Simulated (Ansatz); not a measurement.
**Response to strain in TaN**

The reference is TaN (space group P6/mmm, No. 191).

```
TaN
1.0
    5.20166     0.00000     0.00000
   -2.60083     4.50477     0.00000
    0.00000     0.00000     2.90614
Ta N
3 3
Direct
  0.00000   0.00000   0.00000
  0.33333   0.66667   0.50000
  0.66667   0.33333   0.50000
  0.50000   0.00000   0.00000
  0.50000   0.50000   0.00000
  0.00000   0.50000   0.00000
```

Cartesian axes are those of the cell as printed.

Strains are applied to the cell and any free atomic positions relax.

The values are results of PBEsol (Ansatz, a program for electronic structure; PAW; 420 eV plane waves; without spin-orbit coupling), not measurements.

Candidates:
(a) isotropic strain +0.47 %
(b) isotropic strain +2.33 %
(c) uniaxial strain ε_yy = +0.79 %

Notes on the quantities. energy relative to the base: free energy F.

Q: Order them by energy relative to the base, highest first.

A: (b) isotropic strain +2.33 % (+52 meV/atom), (a) isotropic strain +0.47 % (+2.2 meV/atom), (c) uniaxial strain ε_yy = +0.79 % (+0.9 meV/atom)

Without a gap, meshes like the base's 10×10×16 leave anisotropic stresses uncertain by several tenths of a GPa, and small strain energies with them. No phonon test of stability was made. All final runs are without spin polarisation. This is not the structure that TaN has at room temperature and ambient pressure.
